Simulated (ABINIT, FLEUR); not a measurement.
An ABINIT input for a self-consistent single point of CuAu (P4/mmm, 2 atoms in the cell) (DFT, PBE, plane waves, PAW (JTH v2.0 PBE PAW)):

```
# CuAu, JTH v2.0 PBE PAW
pp_dirpath "./"
pseudos "Cu.GGA_PBE-JTH.xml, Au.GGA_PBE-JTH.xml"
acell 3*1.0
rprim
         5.2539828676    0.0000000000    0.0000000000
         0.0000000000    5.2539828676    0.0000000000
         0.0000000000    0.0000000000    6.6010854739
natom 2
ntypat 2
znucl 29 79
typat 1 2
xcart
         1.3901440000    1.3901440000    1.7465720000
         0.0000000000    0.0000000000    0.0000000000
      Angstrom
ecut 30
pawecutdg 60
occopt 7
tsmear 0.136 eV
nband 21
kptopt 1
ngkpt 16 16 12
nshiftk 1
shiftk 0 0 0
nstep 50
tolvrs 1.0e-12
prtwf 0
prtden 0
enunit 1
```

**Question.** Write the same calculation as an input for FLEUR.

**Answer.** One input that does it (others would too):

Input of the input generator:

```
CuAu crystal
&input film=f /
2.7802880000 0.0000000000 0.0000000000
0.0000000000 2.7802880000 0.0000000000
0.0000000000 0.0000000000 3.4931440000
1.8897261246
1.0 1.0 1.0

2
29 0.5000000000 0.5000000000 0.5000000000
79 0.0000000000 0.0000000000 0.0000000000

&comp jspins=1 /
&kpt div1=16 div2=16 div3=12 gamma=t /
&end /
```

```xml
<?xml version="1.0" encoding="UTF-8" standalone="no"?>
<fleurInput fleurInputVersion="0.39">
   <comment>
      CuAu crystal                                                                                        
   </comment>
   <calculationSetup>
      <cutoffs Kmax="4.3" Gmax="17.2" GmaxXC="17.2" numbands="0"/>
      <scfLoop itmax="100" minDistance="0.00001" maxIterBroyd="15" imix="Anderson" alpha="0.05" precondParam="0.0" spinf="2.0"/>
      <coreElectrons ctail="T" frcor="F" kcrel="0" coretail_lmax="0"/>
      <xcFunctional name="pbe" relativisticCorrections="F"/>
      <magnetism jspins="1"/>
      <soc l_soc="F" theta="0.0" phi="0.0" spav="F"/>
      <expertModes spex="0" secvar="F"/>
      <geometryOptimization l_f="T" forcealpha="1.0" forcemix="BFGS" epsdisp="0.00001" epsforce="0.00001"/>
      <ldaU l_linMix="F" mixParam="0.05" spinf="1.0"/>
   </calculationSetup>
   <cell>
      <bzIntegration valenceElectrons="28.0" mode="gauss" fermiSmearingEnergy="0.00499791">
         <kPointListSelection listName="default-1"/>
         <!-- k-points included here -->
         <xi:include xmlns:xi="http://www.w3.org/2001/XInclude" href="kpts.xml"> </xi:include>
      </bzIntegration>
      <!-- symmetry operations included here -->
      <xi:include xmlns:xi="http://www.w3.org/2001/XInclude" href="sym.xml"> </xi:include>
      <bulkLattice scale="1.0">
         <bravaisMatrix>
            <row-1>    5.2539828675118843     0.0000000000000000     0.0000000000000000</row-1>
            <row-2>    0.0000000000000000     5.2539828675118843     0.0000000000000000</row-2>
            <row-3>    0.0000000000000000     0.0000000000000000     6.6010854737897420</row-3>
         </bravaisMatrix>
      </bulkLattice>
   </cell>
   <atomSpecies>
      <species name="Copper (Cu)" element="Cu" atomicNumber="29">
         <mtSphere radius="2.32" gridPoints="801" logIncrement="0.015"/>
         <atomicCutoffs lmax="10" lnonsphr="8"/>
         <electronConfig flipSpins="F">
            <coreConfig>(1s1/2) (2s1/2) (2p1/2) (2p3/2) (3s1/2) (3p1/2) (3p3/2)</coreConfig>
            <valenceConfig>(4s1/2) (3d3/2) (3d5/2)</valenceConfig>
            <stateOccupation state="(4s1/2)" spinUp="0.5" spinDown="0.5"/>
         </electronConfig>
         <energyParameters s="4" p="4" d="3" f="4"/>
         <lo type="HELO" l="2" n="4" eDeriv="0"/>
      </species>
      <species name="Gold (Au)" element="Au" atomicNumber="79">
         <mtSphere radius="2.32" gridPoints="801" logIncrement="0.017"/>
         <atomicCutoffs lmax="10" lnonsphr="8"/>
         <electronConfig flipSpins="F">
            <coreConfig>(1s1/2) (2s1/2) (2p1/2) (2p3/2) (3s1/2) (3p1/2) (3p3/2) (4s1/2) (3d3/2) (3d5/2) (4p1/2) (4p3/2) (5s1/2) (4d3/2) (4d5/2) (4f5/2) (4f7/2)</coreConfig>
            <valenceConfig>(5p1/2) (5p3/2) (6s1/2) (5d3/2) (5d5/2)</valenceConfig>
            <stateOccupation state="(6s1/2)" spinUp="0.5" spinDown="0.5"/>
         </electronConfig>
         <energyParameters s="6" p="6" d="5" f="5"/>
         <lo type="SCLO" l="1" n="5" eDeriv="0"/>
         <lo type="HELO" l="2" n="6" eDeriv="0"/>
      </species>
   </atomSpecies>
   <atomGroups>
      <atomGroup species="Copper (Cu)">
         <relPos label="                   1">1.000/2.000 1.000/2.000 1.000/2.000</relPos>
         <force calculate="T" relaxXYZ="TTT"/>
      </atomGroup>
      <atomGroup species="Gold (Au)">
         <relPos label="                   2">.0000000000 .0000000000 .0000000000</relPos>
         <force calculate="T" relaxXYZ="TTT"/>
      </atomGroup>
   </atomGroups>
   <output dos="F" band="F" slice="F">
      <checks vchk="F" cdinf="F"/>
      <bandDOS minEnergy="-.5*Htr" maxEnergy="0.5*Htr" sigma="0.015" storeEVData="T"/>
      <vacuumDOS vacdos="F" integ="F" star="F" nstars="0" locx1="0.0" locy1="0.0" locx2="0.0" locy2="0.0" nstm="0" tworkf="0.0"/>
      <unfoldingBand unfoldBand="F" supercellX="1" supercellY="1" supercellZ="1"/>
      <plotting iplot="0" polar="F">
         <plot TwoD="T" vec1="  1.0  0.0  0.0" vec2="  0.0  1.0  0.0" vec3="  0.0  0.0  1.0" zero="  0.0  0.0  0.0" file="plot"/>
      </plotting>
      <chargeDensitySlicing numkpt="0" minEigenval="0.0" maxEigenval="0.0" nnne="0" pallst="F"/>
      <specialOutput eonly="F"/>
      <magneticCircularDichroism mcd="F" energyLo="-10.0" energyUp="0.0"/>
   </output>
  <!-- We include the file relax.xml here to enable relaxations (see documentation) -->
  <xi:include xmlns:xi="http://www.w3.org/2001/XInclude" href="relax.xml"> <xi:fallback/> </xi:include>
</fleurInput>
```

Basis settings and potentials, where a program has them, do not carry over. This input uses DFT, PBE, all-electron FLAPW (FLEUR), scalar-relativistic valence.

The starting cell comes from a database of computed structures (which also holds hypothetical and non-ambient phases and stackings), without a prior relaxation at this level. Its lattice was rescaled by a random factor within 2.5 % of one.
